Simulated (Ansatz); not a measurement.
Electronic density of states of amorphous Zr20O45Ta2, density 5.75 g/cm³, on a 2×2×2 Γ-centred mesh with a Gaussian width of 0.1 eV; energies count from the Fermi level, whose place inside the gap is arbitrary. Cell and mesh are small, so fine structure isn't converged. All values below come from PBE, scalar-relativistic without spin-orbit coupling (plane waves to 420 eV, PAW; Ansatz, a quantum-chemistry and plane-wave program). Sampling: a 2×2×2 Γ-centred mesh; Fermi-Dirac width 0.02 eV; no spin polarisation. At PBE the levels at the filled edge of the gap are localised (band-tail or defect states).

It comes from a melt-quench run on a machine-learned potential (CHGNet), relaxed afterwards by DFT. O atoms were pushed apart under 1.9 Å during the dynamics, to hinder bonds among them. The hot cell started wider than the set density and was brought back towards it in steps. It is the lowest in DFT energy of 2 quenches. It is a model cell: composition and starting density were chosen by hand, and all elements were melted together. No dispersion term was used. Its density started from a set value of 5.58 and ended at 5.75 g/cm³. The simulated quench (nominally 300 K/ps over its main leg) is rapid and tends to freeze in more defects than a deposited or slowly cooled glass has. One small periodic cell is one sample of the glass; other quenches scatter about these values. Volume and shape were free in the relaxation. On a 2×2×2 Γ-centred mesh force components of up to 0.16 eV/Å stay, since the relaxation ran on the zone centre alone.

(E - EF (eV), states/(eV atom)): (-12.00, 0.00); (-11.90, 0.00); (-11.80, 0.00); (-11.70, 0.00); (-11.60, 0.00); (-11.50, 0.00); (-11.40, 0.00); (-11.30, 0.00); (-11.20, 0.00); (-11.10, 0.00); (-11.00, 0.00); (-10.90, 0.00); (-10.80, 0.00); (-10.70, 0.00); (-10.60, 0.00); (-10.50, 0.00); (-10.40, 0.00); (-10.30, 0.00); (-10.20, 0.00); (-10.10, 0.00); (-10.00, 0.00); (-9.90, 0.00); (-9.80, 0.00); (-9.70, 0.00); (-9.60, 0.00); (-9.50, 0.00); (-9.40, 0.00); (-9.30, 0.00); (-9.20, 0.00); (-9.10, 0.00); (-9.00, 0.00); (-8.90, 0.00); (-8.80, 0.00); (-8.70, 0.00); (-8.60, 0.00); (-8.50, 0.00); (-8.40, 0.00); (-8.30, 0.00); (-8.20, 0.00); (-8.10, 0.00); (-8.00, 0.00); (-7.90, 0.00); (-7.80, 0.00); (-7.70, 0.00); (-7.60, 0.00); (-7.50, 0.00); (-7.40, 0.00); (-7.30, 0.00); (-7.20, 0.00); (-7.10, 0.00); (-7.00, 0.03); (-6.90, 0.14); (-6.80, 0.19); (-6.70, 0.30); (-6.60, 0.51); (-6.50, 0.67); (-6.40, 0.72); (-6.30, 0.69); (-6.20, 0.72); (-6.10, 0.82); (-6.00, 0.83); (-5.90, 0.81); (-5.80, 0.80); (-5.70, 0.80); (-5.60, 0.82); (-5.50, 0.88); (-5.40, 0.88); (-5.30, 0.81); (-5.20, 0.77); (-5.10, 0.77); (-5.00, 0.85); (-4.90, 0.85); (-4.80, 0.80); (-4.70, 0.80); (-4.60, 0.79); (-4.50, 0.81); (-4.40, 0.87); (-4.30, 0.89); (-4.20, 0.86); (-4.10, 0.87); (-4.00, 0.89); (-3.90, 0.91); (-3.80, 0.89); (-3.70, 0.89); (-3.60, 0.89); (-3.50, 0.90); (-3.40, 0.95); (-3.30, 0.98); (-3.20, 0.96); (-3.10, 0.95); (-3.00, 0.92); (-2.90, 0.89); (-2.80, 0.90); (-2.70, 0.87); (-2.60, 0.81); (-2.50, 0.75); (-2.40, 0.70); (-2.30, 0.62); (-2.20, 0.68); (-2.10, 0.72); (-2.00, 0.52); (-1.90, 0.30); (-1.80, 0.34); (-1.70, 0.32); (-1.60, 0.19); (-1.50, 0.15); (-1.40, 0.06); (-1.30, 0.01); (-1.20, 0.00); (-1.10, 0.00); (-1.00, 0.00); (-0.90, 0.00); (-0.80, 0.00); (-0.70, 0.00); (-0.60, 0.00); (-0.50, 0.00); (-0.40, 0.00); (-0.30, 0.00); (-0.20, 0.00); (-0.10, 0.00); (0.00, 0.00); (0.10, 0.00); (0.20, 0.00); (0.30, 0.00); (0.40, 0.00); (0.50, 0.00); (0.60, 0.00); (0.70, 0.00); (0.80, 0.00); (0.90, 0.00); (1.00, 0.00); (1.10, 0.00); (1.20, 0.00); (1.30, 0.01); (1.40, 0.06); (1.50, 0.14); (1.60, 0.17); (1.70, 0.24); (1.80, 0.30); (1.90, 0.38); (2.00, 0.40); (2.10, 0.38); (2.20, 0.45); (2.30, 0.51); (2.40, 0.57); (2.50, 0.61); (2.60, 0.68); (2.70, 0.72); (2.80, 0.77); (2.90, 0.81); (3.00, 0.77); (3.10, 0.81); (3.20, 0.85); (3.30, 0.80)

The level gap on this mesh is 2.93 eV; the broadening fills part of it in the curve.
